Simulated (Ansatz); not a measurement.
The reference is MgB₂ (space group P6/mmm, No. 191).

```
MgB2
1.0
    3.07427     0.00000     0.00000
   -1.53713     2.66239     0.00000
    0.00000     0.00000     3.52751
Mg B
1 2
Direct
  0.00000   0.00000   0.00000
  0.66667   0.33333   0.50000
  0.33333   0.66667   0.50000
```

All numbers come from Ansatz (a program for electronic structure), PBE, PAW, cutoff 420 eV, spin-orbit coupling left out.

One change was made to it. Results:

```tsv
quantity	base	after
shortest interatomic distance	177.5 pm	174.9 pm
band gap	zero	zero
c/a ratio	1.147	1.133
```

Task: What was done to the base?
A. pressure 9 GPa
B. pressure −1 GPa
C. pressure 4.5 GPa
D. pressure 0.9 GPa

Result: A, pressure 9 GPa. For comparison, the shortest interatomic distance in the other runs: pressure 4.5 GPa gives 176.1 pm; pressure 0.9 GPa gives 177.2 pm; pressure −1 GPa gives 177.8 pm.

Load acts through the strain it causes; cell and atoms are relaxed under it. No phonon test of stability was made. Competing high-pressure phases were not computed. The final runs are not spin-polarised.
